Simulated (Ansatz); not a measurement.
```
MgO
1.0
    0.00000     2.06776     2.06776
    2.06776     0.00000     2.06776
    2.06776     2.06776     0.00000
Mg O
1 1
Cartesian
  0.00000   0.00000   0.00000
  2.06776   2.06776   2.06776
```

Computed with PBEsol, rigid bands (plane waves, PAW, scalar-relativistic; Ansatz, an electronic-structure program). Condition of this run: hydrostatic pressure 10 GPa (the target of the relaxation). How the cell was made: cell and atoms relaxed with PBEsol, then loaded as said.

Predict the electron conductivity mass (n e² τ/σ) at 300 K, by direction if it differs.

0.37 mₑ.

Predict the hole conductivity mass (n e² τ/σ) at 300 K, by direction if it differs.

2.2 mₑ.

And the band gap?

5.18 eV at this level; semilocal functionals usually fall short of the measured gap.

Rigid bands, one relaxation time for all states, no polarons. Spin-orbit coupling is left out.
